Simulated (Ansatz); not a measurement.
Start from CdSe in the zinc blende structure (space group F-43m, No. 216; a = 6.0075 Å). Axes: x, y, z lie along the cube axes.

Level of theory: DFT with LDA, PAW potentials and a 420 eV plane-wave cutoff in Ansatz (a quantum-chemistry and plane-wave program), scalar-relativistic without spin-orbit coupling.

For the base:

| Quantity | Result |
|---|---|
| Gap character | direct at Γ |
| Band gap | 0.41 eV |

The change: compressive biaxial strain of 1.25 % in the plane normal to [111], as in epitaxy on a mismatched substrate; the out-of-plane cell vector and the atoms relax.

Task: Predict the new gap character and band gap.

Result: The gap character remains direct at Γ; the band gap drops by 0.02 eV to 0.39 eV.

Whether these cells are dynamically stable was not tested. Labels are those of the standard path for the cell's own space group.
